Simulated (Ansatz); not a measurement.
The decay constant κ of evanescent states in the gap governs leakage through a thin film.

Here is the system:

```xyz
5
Lattice="3.9150 0.0000 0.0000 0.0000 5.5366 0.0000 0.0000 2.7683 2.7683" Properties=species:S:1:pos:R:3 pbc="T T T"
K      1.9575     2.7683     0.0000
Ta     0.0000     0.0000     0.0000
O      0.0000     1.3842     1.3842
O      0.0000     4.1525     1.3842
O      1.9575     0.0000     0.0000
```

The cell is strained (all lengths scaled by 0.98); by r2SCAN it stands under a pressure of 13.5 GPa.

Transport runs along the normal of the first two printed cell vectors, the (110) plane of the conventional cell.

No gap correction and no spin-orbit coupling; mid-gap is the computed energy nearest the middle.

State the band gap and the smallest decay constant κ at mid-gap according to Ansatz (a quantum-chemistry and plane-wave program) with r2SCAN.

Gap 2.77 eV on a 12×12×12 mesh; κ = 0.246 1/Å, at the zone centre.
